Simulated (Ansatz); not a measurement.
**A computed series for Ag: pressure series**

Consider Ag in the fcc (Cu type) structure (space group Fm-3m, No. 225; a = 4.1055 Å).

Cell and atoms are relaxed at each pressure.

Calculations: Ansatz (a first-principles code), r2SCAN, PAW, cutoff 500 eV, no SOC, earlier PAW set.

Notes on the quantities. enthalpy: H = E + PV relative to the base's energy.

```
variant            shortest interatomic distance      density       enthalpy
-----------------  -----------------------------  -----------  -------------
base                                     2.903 Å  10.35 g/cm³              –
pressure −2 GPa                          2.923 Å  10.14 g/cm³  -0.22 eV/atom
pressure −1 GPa                          2.913 Å  10.25 g/cm³  -0.11 eV/atom
pressure 0.9 GPa                         2.895 Å  10.44 g/cm³  +0.10 eV/atom
pressure 2.1 GPa                         2.884 Å  10.56 g/cm³  +0.22 eV/atom
pressure 4.5 GPa                         2.865 Å  10.77 g/cm³  +0.48 eV/atom
pressure 9 GPa                           2.834 Å  11.12 g/cm³  +0.94 eV/atom
pressure 15 GPa                          2.800 Å  11.53 g/cm³  +1.53 eV/atom
pressure 22.5 GPa                        2.766 Å  11.97 g/cm³  +2.24 eV/atom
pressure 30 GPa                          2.737 Å  12.36 g/cm³  +2.93 eV/atom
```

Load acts through the strain it causes; cell and atoms are relaxed under it. No phonon test of stability was made. Competing high-pressure phases were not computed.
